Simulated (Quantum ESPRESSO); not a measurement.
## Short convergence ladders for a (110) slab of NiAl (cut from a parent of space group no. 221; 6 atoms in the cell)

```xyz
6
Lattice="2.8813 0.0000 0.0000 0.0000 4.0748 0.0000 0.0000 0.0000 18.0749" Properties=species:S:1:pos:R:3 pbc="T T T"
Al     1.4407     1.0187     7.0000
Ni     0.0000     3.0561     7.0000
Al     1.4407     3.0561     9.0374
Ni     0.0000     1.0187     9.0374
Al     1.4407     1.0187    11.0749
Ni     0.0000     3.0561    11.0749
```

Base method: LDA (PZ), PSlibrary ultrasoft (LDA) pseudopotentials (plane waves; Quantum ESPRESSO).

Base settings: ecutwfc = 50 Ry; ecutrho = 300 Ry; occupations = smearing; smearing = fermi-dirac; degauss = 0.0073499 Ry; potentials = {Al: Al.pz-n-rrkjus_psl.1.0.0.UPF, Ni: Ni.pz-n-rrkjus_psl.1.0.0.UPF}; K_POINTS = automatic 5 4 1 0 0 0; conv_thr = 1e-11 Ry; mixing_beta = 0.3.

The count of work is k-points × plane waves × bands × iterations; it is no time. Core times come from one kind of shared machine, to one figure; runs under 30 s give none.

**The vacuum**

The mesh stays at the base's, so the ladder's end is converged at best in this setting alone.

Only quantities that move along the ladder and can be compared are tabulated.

```tsv
vacuum between outermost atoms (Å)	free energy less the last step's (meV/atom)	largest difference of a force vector from the last step's (eV/Å)
3.0	-253.11	0.721
5.0	-21.10	0.102
14.0	-0.02	0.000
30.0	0.00	0.000
```

Smallest vacuum between outermost atoms (Å) that holds the free energy within 0.5 meV/atom of the last step, with all finer ones: 14.0; the step before is off by 21 meV/atom.

Smallest vacuum between outermost atoms (Å) that holds the forces within 0.02 eV/Å of the last step, with all finer ones: 14.0; the step before is off by 0.10 eV/Å.

**The k-point mesh**

Only quantities that move along the ladder and can be compared are tabulated.

| K_POINTS | free energy less the last step's (meV/atom) | largest difference of a force vector from the last step's (eV/Å) | count of work / last | core time / last (rough) |
|---|---|---|---|---|
| automatic 2 2 1 0 0 0 | 51.15 | 0.221 | 0.057 | 0.2 |
| automatic 3 3 1 0 0 0 | -8.57 | 0.222 | 0.047 | 0.1 |
| automatic 5 4 1 0 0 0 | 20.97 | 0.148 | 0.12 | 0.2 |
| automatic 18 13 1 0 0 0 | 0.00 | 0.000 | 1.0 | 1 |

Coarsest K_POINTS that holds the forces within 0.02 eV/Å: not settled: the last two steps still differ by 0.15 eV/Å, over half the tolerance, so the ladder does not show it.

Coarsest K_POINTS that holds the free energy within 5 meV/atom: not settled: the last two steps still differ by 21 meV/atom, over half the tolerance, so the ladder does not show it.

**The plane-wave cutoff**

Moved along: ecutrho.

The mesh stays at the base's, so the ladder's end is converged at best in this setting alone.

Only quantities that move along the ladder and can be compared are tabulated.

```tsv
ecutwfc	free energy less the last step's (meV/atom)	largest difference of a force vector from the last step's (eV/Å)	count of work / last	core time / last (rough)
25 Ry	521.39	0.114	0.19	0.1
35 Ry	34.73	0.005	0.30	0.2
50 Ry	6.35	0.001	0.54	0.4
75 Ry	0.00	0.000	1.0	1
```

Coarsest ecutwfc that holds the free energy within 5 meV/atom: not settled: the last two steps still differ by 6.3 meV/atom, over half the tolerance, so the ladder does not show it.

Coarsest ecutwfc that holds the forces within 0.02 eV/Å of the last step, with all finer ones: 35 Ry, at 0.30 of the last step's count of work and about 0.2 of the last step's time; the step before is off by 0.11 eV/Å.

On the base run: the starting cell has typed, rounded lattice constants, without a prior relaxation at this level. The slab is cut from that crystal, and its faces are unrelaxed. Its lattice was rescaled by up to half a per cent. Spin polarisation is off. Without a gap this mesh is coarse (it stands for a supercell whose shortest in-plane vector is 14 Å).
